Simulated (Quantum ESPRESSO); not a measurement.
A self-consistent single point of BaO (Fm-3m, 2 atoms in the cell) with Quantum ESPRESSO.

Method of the run: PBE, PSlibrary PAW (PBE, semicore) pseudopotentials (plane waves; Quantum ESPRESSO).

```yaml
crystal:
  lattice:
    - [-2.79039, 0.00000, 2.79039]
    - [0.00000, 2.79039, 2.79039]
    - [-2.79039, 2.79039, 0.00000]
  atoms:
    - { symbol: Ba, position: [0.00000, 0.00000, 0.00000] }
    - { symbol: O, position: [0.50000, 0.50000, 0.50000] }
```

Reference input (self-consistent single point, DFT, PBE, plane waves, PSlibrary PAW (PBE, semicore) pseudopotentials): ecutwfc = 55 Ry; ecutrho = 330 Ry; occupations = smearing; smearing = gaussian; degauss = 0.0036749 Ry; potentials = {Ba: Ba.pbe-spn-kjpaw_psl.1.0.0.UPF, O: O.pbe-n-kjpaw_psl.0.1.UPF}; K_POINTS = automatic 5 5 5 0 0 0; conv_thr = 1e-10 Ry. This run's input differs from it in these lines:

```diff
@@ -29,3 +29,3 @@
 K_POINTS {automatic}
-5 5 5  0 0 0
+25 25 25  0 0 0
```

Log, with long lists cut:

```
     Self-consistent Calculation

     iteration #  1     ecut=    55.00 Ry     beta= 0.70

     total energy              =    -477.67018660 Ry
     estimated scf accuracy    <       0.72103530 Ry

     iteration #  2     ecut=    55.00 Ry     beta= 0.70

     total energy              =    -477.33308300 Ry
     estimated scf accuracy    <       4.06745175 Ry

     iteration #  3     ecut=    55.00 Ry     beta= 0.70

     total energy              =    -478.08025295 Ry
     estimated scf accuracy    <       0.04804720 Ry

   [... 21 blocks of this kind left out ...]

     iteration # 25     ecut=    55.00 Ry     beta= 0.70

     total energy              =    -478.06924958 Ry
     estimated scf accuracy    <          6.0E-10 Ry

     iteration # 26     ecut=    55.00 Ry     beta= 0.70
     End of self-consistent calculation

     Number of k-points >= 100: set verbosity='high' to print the bands.

     the Fermi energy is     9.3060 ev

!    total energy              =    -478.06924958 Ry
     estimated scf accuracy    <          9.1E-11 Ry
     smearing contrib. (-TS)   =      -0.00000000 Ry
     internal energy E=F+TS    =    -478.06924958 Ry

     convergence has been achieved in  26 iterations

     Forces acting on atoms (cartesian axes, Ry/au):

     atom    1 type  1   force =     0.00000000    0.00000000   -0.00000000
     atom    2 type  2   force =     0.00000000    0.00000000    0.00000000

     Total force =     0.000000     Total SCF correction =     0.000000

          total   stress  (Ry/bohr**3)                   (kbar)     P=        3.82
   0.00002593   0.00000000   0.00000000            3.82        0.00        0.00
   0.00000000   0.00002593  -0.00000000            0.00        3.82       -0.00
   0.00000000  -0.00000000   0.00002593            0.00       -0.00        3.82

   JOB DONE.
```

The run converged in 26 iterations. Against the reference run the free energy stays essentially unchanged (within 1 meV/atom), the pressure hardly changes (0.39 to 0.38 GPa) and the gap on the mesh goes from 2.331 to 2.091 eV.

The starting cell comes from a database of computed structures (which also holds hypothetical and non-ambient phases and stackings), without a prior relaxation at this level.

Cost on one core of a shared machine: roughly 4 min.
